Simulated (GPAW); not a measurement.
GPAW is run on Li2AgSn2 (I4_1/amd, 10 atoms in the cell), and the run fails. The aim is a self-consistent single point with DFT PBEsol, plane waves, GPAW PAW datasets PBEsol (made by gpaw-setup).

This input was run:

```python
from ase import Atoms
from ase.units import GPa
from gpaw import GPAW, PW

atoms = Atoms(['Li', 'Li', 'Li', 'Li', 'Ag', 'Ag', 'Sn', 'Sn', 'Sn', 'Sn'],
              cell=[[-2.285140, 2.285140, 10.039355],
                    [2.285140, -2.285140, 10.039355],
                    [2.285140, 2.285140, -10.039355]],
              scaled_positions=[[0.325550, 0.325550, 0.000000],
                                [0.075550, 0.575550, 0.500000],
                                [0.424450, 0.924450, 0.500000],
                                [0.674450, 0.674450, 0.000000],
                                [0.250000, 0.750000, 0.500000],
                                [0.500000, 0.500000, 0.000000],
                                [0.828450, 0.828450, 0.000000],
                                [0.578450, 0.078450, 0.500000],
                                [0.921550, 0.421550, 0.500000]],
              pbc=True)

calc = GPAW(mode=PW(550),
            xc='PBEsol',
            kpts={'size': (6, 6, 6), 'gamma': True},
            occupations={'name': 'marzari-vanderbilt', 'width': 0.05},
            nbands=-16,
            symmetry={'symmorphic': False, 'tolerance': 0.0005},
            maxiter=120,
            txt='-')

atoms.calc = calc

energy = atoms.get_potential_energy()
print('Energy (eV):', round(energy, 6))
forces = atoms.get_forces()
print('Forces (eV/Ang):')
print(forces.round(5))
stress = atoms.get_stress()
print('Stress (GPa, Voigt):', (stress / GPa).round(4))
```

Log, with long lists cut:

```
Traceback (most recent call last):
   [... frames left out ...]
ValueError: Array "positions" has wrong length: 9 != 10.
```

Q: From the messages shown, name the fault and mend the input.

A: The fault is an atom count that does not match the list of atoms (one position left out); here the program stops on it instead of giving results. To fix it, make the count match the list. The program stopped before any SCF iteration.

An input that runs soundly differs in these lines (not the only fix; some lines may just follow from the change or write a value another way):
```diff
-                                [0.921550, 0.421550, 0.500000]],
+                                [0.921550, 0.421550, 0.500000],
+                                [0.171550, 0.171550, 0.000000]],
```

With that input, the run converged in 22 iterations: free energy E − TS (from the program's reference atoms) -35.9882 eV; Fermi level (on the code's own zero) 4.99 eV; pressure -1.05 GPa; largest force (vector length) 0.130 eV/Å (DFT PBEsol, plane waves, GPAW PAW datasets PBEsol (made by gpaw-setup)).

On the sound input: the starting cell comes from a database of computed structures (which also holds hypothetical and non-ambient phases and stackings), without a prior relaxation at this level.
